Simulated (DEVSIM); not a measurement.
Structure: Schottky contact on n-type GaSb, at 300 K.

```tsv
layer (left to right)	material	thickness (μm)	Nd (cm⁻³)	τn (s)	τp (s)
1	GaSb	0.820	1.3e16	8.9e-9	8.9e-9
```

Left contact: Schottky, work function 4.5 eV, emission velocity 2.1e6 cm/s. Right contact: ohmic. Voltage is applied to the left contact. Recombination: SRH at mid-gap, radiative. Mobility is μmin + (μ − μmin)/(1 + (N/Nref)^α).

The device is made up for the run: typed textbook-type constants, with dimensions and the other settings drawn at random. Values at 300 K.

```
parameter        GaSb
-------------  ------
gap (eV)        0.726
affinity (eV)    4.06
permittivity     15.7
Nc (cm⁻³)      2.1e17
Nv (cm⁻³)      1.8e19
μn (cm²/Vs)      5000
μp (cm²/Vs)       850
μn,min           1000
μp,min            190
Nref,n         2.8e17
Nref,p           9e17
αn               1.05
αp               0.65
B (cm³/s)       1e-10
```

Model (solved in DEVSIM): 1D drift-diffusion, Boltzmann statistics, complete ionisation; no tunnelling, impact ionisation, image-force lowering or self-heating. Metal contacts follow the ideal Schottky-Mott rule: no Fermi-level pinning, no interface dipoles.

Q: Tabulate band edges, carrier densities and field at zero bias.

A: Energies count from the Fermi level of the right contact; mesh points crowd at the junctions.

```csv
x (μm),Ec (eV),Ev (eV),n (cm⁻³),p (cm⁻³),field (V/cm)
0.000,0.440,-0.286,8.5e9,2.8e14,-32000
0.006618,0.419,-0.307,1.9e10,1.3e14,-31000
0.01654,0.389,-0.337,6.1e10,3.9e13,-30000
0.02744,0.358,-0.368,2.1e11,1.2e13,-28000
0.04930,0.300,-0.426,1.9e12,1.3e12,-25000
0.06869,0.255,-0.471,1.1e13,2.2e11,-22000
0.09773,0.199,-0.527,9.7e13,2.5e10,-17000
0.1420,0.136,-0.590,1.1e15,2.2e9,-11000
0.1937,0.096,-0.630,5.2e15,4.6e8,-5000
0.2505,0.079,-0.647,1.0e16,2.4e8,-1600
0.3356,0.073,-0.653,1.3e16,1.9e8,-220
0.4574,0.072,-0.654,1.3e16,1.9e8,-12
0.5488,0.072,-0.654,1.3e16,1.9e8,≈ 0
0.6099,0.072,-0.654,1.3e16,1.9e8,≈ 0
0.6787,0.072,-0.654,1.3e16,1.9e8,≈ 0
0.7130,0.072,-0.654,1.3e16,1.9e8,≈ 0
0.7442,0.072,-0.654,1.3e16,1.9e8,≈ 0
0.7651,0.072,-0.654,1.3e16,1.9e8,≈ 0
0.7886,0.072,-0.654,1.3e16,1.9e8,≈ 0
0.8003,0.072,-0.654,1.3e16,1.9e8,≈ 0
0.8096,0.072,-0.654,1.3e16,1.9e8,≈ 0
0.8200,0.072,-0.654,1.3e16,1.9e8,≈ 0
```
